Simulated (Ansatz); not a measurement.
Checking a run of Ansatz (a quantum-chemistry and plane-wave program) on InFeNi (P-6m2, 3 atoms in the cell). The aim is a self-consistent single point with DFT, PBEsol, plane waves, default PAW files made with PBE.

Cell that was meant: a = 4.3273 Å, b = 4.3273 Å, c = 2.8370 Å, α = 90.00°, β = 90.00°, γ = 120.00°.

Part of the input:

Ansatz 0.2 input:
```yaml
    - { symbol: Fe, position_ang: [-0.00000216, 2.49835125, 1.41851850], spin: 4.0 }
    - { symbol: Ni, position_ang: [0.00000000, 0.00000000, 1.41851850], spin: 2.0 }
basis:
  ecutwfc: 65.0
kpoints:
  mp_grid: { grid: [9, 9, 12] }
hamiltonian:
```

The program printed (abridged):

```
   [... lines left out ...]
PAW frozen core: Ni, regenerated for the run's functional, and the local potential with it
Initial density: superposition of atomic densities (chi_scale 0.1, normalization cell)
Starting moments: Σ|m| = 6 μB on 2 of 3 sites
Initial wavefunctions: pseudopotential atomic-orbital guess
Eigensolver: davidson
Functional: x = pbesol(κ = 0.804, μ = 0.12345679012345678), c = pbesol(β = 0.046)
SCF iter   1: F=—  HF=-14877.095889 eV  |F-HF|=—  |Δ(HF+E_count)|=         —  Δρ=1.45e0 (↑1.45e0 ↓1.03e0)  dr2=1.87e3  dr2_m=2.86e1  M=0.348 μB ∫|m|=0.348 μB  β_m=0.30  ethr=3.10e-3  ⟨swp⟩=1.0  Hψ=9148  notcnv=0
Mixer restart at iter 1: flushing history
all-band conjugate gradients solve this SCF's bands
preconditioner: auto → none
   [... lines left out ...]
SCF iter  20: F=—  HF=-13241.423541 eV  |F-HF|=—  |Δ(HF+E_count)|=  2.91e-10  Δρ=4.74e-7 (↑4.18e-7 ↓4.74e-7)  dr2=2.07e-10  dr2_m=6.02e-11  M=-0.000 μB ∫|m|=0.000 μB  β_m=0.86  ethr=1.00e-12  ⟨swp⟩=6.6  Hψ=20024  notcnv=0
SCF iter  21: F=-13241.423541 eV  HF=-13241.423541 eV  |F-HF|=1.46e-11  |Δ(HF+E_count)|=  2.91e-11  Δρ=6.54e-8 (↑6.19e-8 ↓6.54e-8)  dr2=1.33e-11  dr2_m=1.01e-13  M=-0.000 μB ∫|m|=0.000 μB  ethr=1.00e-12  ⟨swp⟩=1.8  Hψ=6910  notcnv=0
SCF 1 converged in 21 iterations: F = -13241.423541 eV  dr2 = 1.33e-11
WARN: the starting moments were not kept: the SCF closed with an absolute magnetisation of 8.6e-7 μB, where they sum to 6 μB in size (2 sites) …
   [... lines left out ...]
Absolute magnetization: 0.0000 μB (∫|ρ↑−ρ↓|, with the PAW one-centre terms)
Free energy (F): -13241.423541 eV
Fermi energy:    33.256742 eV
   [... lines left out ...]
--- Stress (GPa, compression-positive) ---
    -7060.628660       0.000000       0.000000
        0.000000   -7060.628660       0.000000
        0.000000       0.000000   -7098.487490
  P = ⅓ Tr σ = -7073.2483 GPa (-70732.483 kbar)
  The stress holds no Pulay correction (an occupied level lies too near the plane-wave cutoff): it is that at fixed plane waves, as pw.x and ABINIT print it
```

### Question
Can these results be used? Check the input.

### Answer
The run is not sound. The fault is a basis or grid far too coarse for these potentials. Far below the cutoff that the potentials were made for, the basis cannot represent the orbitals near the nuclei, and energies, forces and above all the stress go wrong. To fix it, restore the cutoff that the potentials need and check convergence. The run converged in 21 iterations without an error; against the sound input the free energy rises by 846 eV/atom, the pressure goes from -10.56 to -7073 GPa and the size of the net moment goes from 1.07 to 0.00 μB/atom.

An input that runs soundly differs in these lines (not the only fix; some lines may just follow from the change or write a value another way):
```diff
-  ecutwfc: 65.0
+  ecutwfc: 420.0
```

With that input, the run converged in 12 iterations: free energy E − TS (on the zero of these files) -15778.5445 eV; Fermi level (on the code's own zero) 14.82 eV; pressure -10.56 GPa; size of the cell's spin moment 3.22 μB (DFT, PBEsol, plane waves, default PAW files made with PBE).

On the sound input: the starting cell comes from a database of computed structures (which also holds hypothetical and non-ambient phases and stackings), without a prior relaxation at this level. Its lattice was rescaled by a random factor within 2.5 % of one. The magnetic order is the one reached from the typed start; others were not searched systematically. With a pressure of about -11 GPa the cell is away from its equilibrium volume at this level. Ansatz's pressure includes its estimate of the finite-basis (Pulay) stress.
